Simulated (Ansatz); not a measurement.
GaP (F-43m) under hydrostatic pressure: band gap by PBEsol with spin-orbit coupling, rigid bands (plane waves, PAW; Ansatz, a first-principles code). The unloaded cell, whose axes the loads refer to:

```cif
data_Ga4P4
_chemical_formula_sum 'Ga4 P4'
_space_group_name_H-M_alt 'F-43m'
_space_group_IT_number 216
_space_group_name_Hall 'F -4 2 3'
_cell_length_a 5.43845
_cell_length_b 5.43845
_cell_length_c 5.43845
_cell_angle_alpha 90.000
_cell_angle_beta 90.000
_cell_angle_gamma 90.000
loop_
_atom_site_label
_atom_site_type_symbol
_atom_site_symmetry_multiplicity
_atom_site_Wyckoff_symbol
_atom_site_fract_x
_atom_site_fract_y
_atom_site_fract_z
_atom_site_occupancy
Ga1 Ga 4 a 0.00000 0.00000 0.00000 1
P1 P 4 d 0.75000 0.75000 0.75000 1
```
(The calculation used a cell of 2 atoms; values per cell refer to that cell.)

| hydrostatic pressure (GPa) | volume per atom (Å³) | band gap (eV) |
|---|---|---|
| -2 | 20.61 | ? |
| 0 | 20.11 | 1.43 |
| 2 | 19.66 | 1.38 |
| 5 | 19.08 | 1.32 |
| 10 | 18.28 | 1.23 |

Fit a straight line to band gap against the load over the rows given, and predict the row at -2 GPa.

The means are x̄ = 4.250 GPa and ȳ = 1.3400; Σ(x − x̄)(y − ȳ) = -1.120 and Σ(x − x̄)² = 56.75, so the slope is -19.7 meV per GPa, and the rows given lie within 6.1 meV of the line. At -2 GPa the line gives 1.46 eV; the calculation gives 1.47 eV, 0.45 % from it.

With all rows, what volume deformation potential dE_g/d ln V follows?

A line through E_g against ln V has the slope 2.0 eV, so the gap narrows under compression.

 Stresses and pressures are the targets of the relaxation. Gaps are resolved to about 0.01 eV. The structure type is held at every load. Geometry: cell and atoms relaxed with PBEsol.
